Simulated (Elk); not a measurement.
Input and output of a self-consistent single point for SiSbPt5 (P4/mmm, 7 atoms in the cell) (Elk).

Computed with PBEsol, all-electron FP-LAPW, Elk's shipped species files, default APW+lo basis (Elk 10.2.4).

```yaml
crystal:
  lattice:
    - [3.99638, 0.00000, 0.00000]
    - [0.00000, 3.99638, 0.00000]
    - [0.00000, 0.00000, 7.27309]
  atoms:
    - { symbol: Si, position: [0.00000, 0.00000, 0.50000] }
    - { symbol: Sb, position: [0.50000, 0.50000, 0.00000] }
    - { symbol: Pt, position: [0.00000, 0.50000, 0.30040] }
    - { symbol: Pt, position: [0.00000, 0.50000, 0.69960] }
    - { symbol: Pt, position: [0.50000, 0.00000, 0.30040] }
    - { symbol: Pt, position: [0.50000, 0.00000, 0.69960] }
    - { symbol: Pt, position: [0.00000, 0.00000, 0.00000] }
```

Reference input (self-consistent single point, DFT, LDA (PW92), all-electron FP-LAPW, Elk's shipped species files, default APW+lo basis): stype = 0; swidth = 0.00367493 Ha; ngridk = 6 6 3; rmtscf = 0.88; maxscl = 100. This run's input differs from it in these lines:

```diff
@@ -2,2 +2,5 @@
   0
+
+xctype
+  22
```

Output, abridged:

```
│ Self-consistent loop started │
│ Loop number : 1 │
 total energy                :     -98924.3883312
│ Loop number : 2 │
 total energy                :     -98927.6869180
RMS change in Kohn-Sham potential (target) :   0.3630219383     (  0.1000000000E-05)
Absolute change in total energy (target)   :    3.298586788     (  0.1000000000E-03)
│ Loop number : 3 │
 total energy                :     -98930.2941504
RMS change in Kohn-Sham potential (target) :   0.3523512109     (  0.1000000000E-05)
Absolute change in total energy (target)   :    3.431879086     (  0.1000000000E-03)
│ Loop number : 4 │
   [... lines left out ...]
Absolute change in total energy (target)   :   0.1295189039E-02 (  0.1000000000E-03)
│ Loop number : 16 │
 total energy                :     -98978.6593944
RMS change in Kohn-Sham potential (target) :   0.1268737826E-05 (  0.1000000000E-05)
Absolute change in total energy (target)   :   0.2900532709E-03 (  0.1000000000E-03)
│ Loop number : 17 │
 total energy                :     -98978.6594998
RMS change in Kohn-Sham potential (target) :   0.2244179849E-06 (  0.1000000000E-05)
Absolute change in total energy (target)   :   0.3289160668E-04 (  0.1000000000E-03)
Convergence targets achieved

│ Loop number : 18 │

Energies :
 Fermi                       :     0.391117528656
 total energy                :     -98978.6595138

Density of states at Fermi energy :    165.9913566
 (states/Hartree/unit cell)

Estimated indirect band gap :   0.1112198098E-02
 from k-point     20 to k-point     16
Estimated direct band gap   :   0.7181818789E-02
 at k-point     11

Charges :
 core                        :    286.0000000
 valence                     :    169.0000000
 interstitial                :    13.45300108
 muffin-tins (core leakage)
  species :    1 (Si)
   atom    1                 :    11.59459266     (  0.5114326880E-02)
  species :    2 (Sb)
   atom    1                 :    48.01141430     (  0.4015573961E-02)
  species :    3 (Pt)
   [... lines left out ...]
   atom    3                 :    76.39529370     (  0.9107254428E-03)
   atom    4                 :    76.39529370     (  0.9107254428E-03)
   atom    5                 :    76.35981718     (  0.9129818155E-03)
 total in muffin-tins        :    441.5469989
 total calculated charge     :    454.9653647
 total charge                :    455.0000000
 error                       :   0.3463534937E-01

│ Self-consistent loop stopped │
```

The run converged in 18 iterations. The count includes the last loop, which Elk runs after its targets are met. 

The starting cell comes from a database of computed structures (which also holds hypothetical and non-ambient phases and stackings), without a prior relaxation at this level. Spin-orbit coupling is off. Spin polarisation is off. Values depend on the basis (sphere radii, cutoffs, local orbitals), which need not be converged. The log's line on a gap gives a spacing of levels on this mesh, which the program prints for metals too.

Cost on one core of a shared machine: roughly 90 s.
